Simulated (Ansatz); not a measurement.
Density of states of GaP (F-43m) above the conduction band minimum, Ansatz (an electronic-structure program) with PBEsol with spin-orbit coupling, rigid bands; cell volume 40.2 Å³.

(energy from edge (eV), 10⁻³ states/eV/cell): (0.006, 29.8); (0.031, 75.0); (0.056, 112); (0.081, 129); (0.106, 146); (0.131, 164); (0.156, 201); (0.181, 240); (0.206, 272); (0.231, 301); (0.256, 331); (0.281, 369); (0.319, 414); (0.344, 441); (0.369, 470); (0.394, 495); (0.419, 522); (0.444, 547); (0.469, 572); (0.494, 598); (0.519, 621); (0.544, 647); (0.569, 672); (0.594, 696)

### Question
What effective density of states at 300 K does this give (∫ g(E) exp(−E/k_BT) dE, both spins, divided by the cell's size)?

### Answer
4.0e19 cm⁻³, a density-of-states mass of 1.35 mₑ, valleys and band degeneracy included.

Geometry: cell and atoms relaxed with PBEsol.
